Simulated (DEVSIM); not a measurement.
Structure: Schottky contact on n-type Si, at 300 K.

Layer 1 from the left is Si, thickness (μm) 18.0, Nd (cm⁻³) 2e15, τn (s) 0.00011, τp (s) 0.00011. Layer 2 from the left is Si, thickness (μm) 39.0, Nd (cm⁻³) 8.5e17, τn (s) 0.00011, τp (s) 0.00011.

Left contact: Schottky, work function 4.8 eV, emission velocity 1e7 cm/s. Right contact: ohmic. Voltage is applied to the left contact. Recombination: SRH at mid-gap, radiative, Auger. Mobility is constant in doping.

Constants are typed, rounded textbook-type inputs, not results; the design itself was drawn at random and stands for no fabricated device. Values at 300 K.

Si: gap (eV) 1.124, affinity (eV) 4.05, permittivity 11.7, Nc (cm⁻³) 2.86e19, Nv (cm⁻³) 3.1e19, μn (cm²/Vs) 1417, μp (cm²/Vs) 470, B (cm³/s) 4.7e-15, Cn (cm⁶/s) 2.8e-31, Cp (cm⁶/s) 9.9e-32.

Model (solved in DEVSIM): 1D drift-diffusion, Boltzmann statistics, complete ionisation; no tunnelling, impact ionisation, image-force lowering or self-heating. Metal contacts follow the ideal Schottky-Mott rule: no Fermi-level pinning, no interface dipoles.

Dark forward current:

| |V| (V) | |J| (A/cm²) |
|---|---|
| 0.05 | 4.707e-5 |
| 0.10 | 0.0003648 |
| 0.15 | 0.002503 |
| 0.20 | 0.01677 |
| 0.25 | 0.1097 |
| 0.30 | 0.6590 |
| 0.35 | 2.983 |
| 0.40 | 8.423 |
| 0.45 | 16.39 |
| 0.50 | 25.84 |
| 0.55 | 36.31 |
| 0.60 | 48.20 |
| 0.65 | 63.20 |
| 0.70 | 81.89 |
| 0.75 | 101.6 |
| 0.80 | 120.7 |
| 0.85 | 139.3 |
| 0.90 | 158.1 |
| 0.95 | 177.1 |
| 1.00 | 196.2 |
| 1.05 | 215.4 |
| 1.10 | 234.7 |
| 1.15 | 254.0 |
| 1.20 | 273.3 |
| 1.25 | 292.5 |
| 1.30 | 311.7 |

**Question.** Work out the local ideality factor n = ΔV / (kT/q · ln(J2/J1)) between the rows 0.15 and 0.20 V, 1.25 and 1.30 V.

**Answer.** kT/q = 25.85 mV. From 0.15 to 0.20 V: ln(0.01677/0.002503) = 1.902, n = 1.02, near the 1 of diffusion or emission over a barrier. From 1.25 to 1.30 V: ln(311.7/292.5) = 0.064, n = 30.42.

**Question.** Estimate the current at 0.20 V for emission alone, J0 = q v N_band exp(−φB/kT), and read the barrier back from the simulated current.

**Answer.** φB = 0.750 eV, N_band = 2.86e19 cm⁻³, J0 = 1.15e-5 A/cm²; J = J0 (exp(qV/kT) − 1) = 0.0263 A/cm². The simulation gives 0.0168 A/cm²; the estimate lies 57 % above. Read backwards, the simulated current gives an apparent barrier of 0.762 eV. The estimate leaves out transport through the depletion region and minority injection.
